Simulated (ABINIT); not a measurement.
Worked example: self-consistent single point of BaGaSi (P-6m2, 3 atoms in the cell) in ABINIT.

Level of theory: PBEsol, norm-conserving pseudopotentials (PseudoDojo nc-sr-04 PBEsol standard) (plane waves; ABINIT).

The change in words: lattice scaled by 0.98. Reference geometry:
```xyz
3
Lattice="4.2836 0.0000 0.0000 -2.1418 3.7097 0.0000 0.0000 0.0000 5.2381" Properties=species:S:1:pos:R:3 pbc="T T T"
Ba     0.0000     0.0000     0.0000
Ga     0.0000     2.4731     2.6191
Si     2.1418     1.2366     2.6191
```

Reference input (self-consistent single point, DFT, PBEsol, plane waves, norm-conserving pseudopotentials (PseudoDojo nc-sr-04 PBEsol standard)): pseudos = [Ba.upf, Ga.upf, Si.upf]; ecut = 40 Ha; occopt = 3; tsmear = 0.1 eV; ngkpt = 7 7 5; nshiftk = 1; shiftk = 0 0 0; potentials = PseudoDojo nc-sr-04 PBEsol standard; nband = 19; kptopt = 1; nstep = 50; tolvrs = 1e-11. This run's input differs from it in these lines:

```diff
@@ -3,6 +3,6 @@
 pseudos "Ba.upf, Ga.upf, Si.upf"
-acell 4.2835675919 4.2835675919 5.2381070000 Angstrom
+acell 4.1978961660 4.1978961660 5.1333450000 Angstrom
 rprim
-         1.0000000000    0.0000000221    0.0000000000
-        -0.5000000191    0.8660253927    0.0000000000
+         1.0000000000   -0.0000000135    0.0000000000
+        -0.4999999883    0.8660254105    0.0000000000
          0.0000000000    0.0000000000    1.0000000000
@@ -14,4 +14,4 @@
          0.0000000000    0.0000000000    0.0000000000
-        -0.0000000547    2.4731189023    2.6190535000
-         2.1417837686    1.2365594985    2.6190535000
+         0.0000000326    2.4236564815    2.5666725000
+         2.0989480993    1.2118282125    2.5666725000
       Angstrom
```

Output, abridged:

```
--- !BeginCycle
solver: {iscf: 7, nstep: 50, nline: 4, wfoptalg: 0, }
tolerances: {tolvrs: 1.00E-11, }
...

     iter   Etot(hartree)      deltaE(h)  residm     vres2
 ETOT  1  -106.15334124567    -1.062E+02 4.835E-01 3.526E+03
 ETOT  2  -108.06194844882    -1.909E+00 4.787E-02 5.094E+03
 ETOT  3  -108.53075654224    -4.688E-01 1.170E-02 1.066E+03
 ETOT  4  -108.57793502273    -4.718E-02 2.279E-02 6.189E+02
 ETOT  5  -108.63430885868    -5.637E-02 3.069E-03 7.364E+01
   [... 19 lines left out ...]
 ETOT 25  -108.64169883468     1.123E-12 1.021E-04 6.052E-11
 ETOT 26  -108.64169883468     1.990E-13 2.165E-04 1.338E-10
 ETOT 27  -108.64169883468    -1.478E-12 5.825E-05 4.790E-11
 ETOT 28  -108.64169883468    -1.108E-12 1.182E-04 5.593E-12
 At SCF step   28       vres2   =  5.59E-12 < tolvrs=  1.00E-11 =>converged.

 Cartesian components of stress tensor (hartree/bohr^3)
  sigma(1 1)= -9.09060419E-07  sigma(3 2)=  0.00000000E+00
  sigma(2 2)= -9.09059997E-07  sigma(3 1)=  0.00000000E+00
  sigma(3 3)=  4.79102397E-05  sigma(2 1)= -5.30408264E-14

 ----iterations are completed or convergence reached----

 reduced coordinates (array xred) for    3 atoms
       0.000000000000      0.000000000000      0.000000000000
       0.333333333333      0.666666666667      0.500000000000
       0.666666666667      0.333333333333      0.500000000000
 cartesian forces (eV/Angstrom) at end:
    1     -0.00000000000000    -0.00000000000000    -0.00000000000000
    2      0.00000000000000     0.00000000000000    -0.00000000000000
   [... lines left out ...]
 Fermi (or HOMO) energy (eV) =   6.26212   Average Vxc (eV)=  -9.83976
   [... lines left out ...]
total_energy        : -1.08641698834683E+02
total_energy_eV     : -2.95629097019308E+03
band_energy         : -5.41498587519381E+00
...

-Cartesian components of stress tensor (GPa)         [Pressure= -4.5203E-01 GPa]
- sigma(1 1)= -2.67454764E-02  sigma(3 2)=  0.00000000E+00
- sigma(2 2)= -2.67454640E-02  sigma(3 1)=  0.00000000E+00
- sigma(3 3)=  1.40956768E+00  sigma(2 1)= -1.56051473E-09

 Calculation completed.
```

The run converged in 28 iterations. Against the reference run the free energy goes down by 18.9 meV/atom and the pressure goes from -3.07 to -0.45 GPa.

The starting cell comes from a database of computed structures (which also holds hypothetical and non-ambient phases and stackings), without a prior relaxation at this level. Its lattice was rescaled by a random factor within 2.5 % of one. For this run, on top of that: lattice scaled by 0.98.

Cost on one core of a shared machine: roughly 3 min.
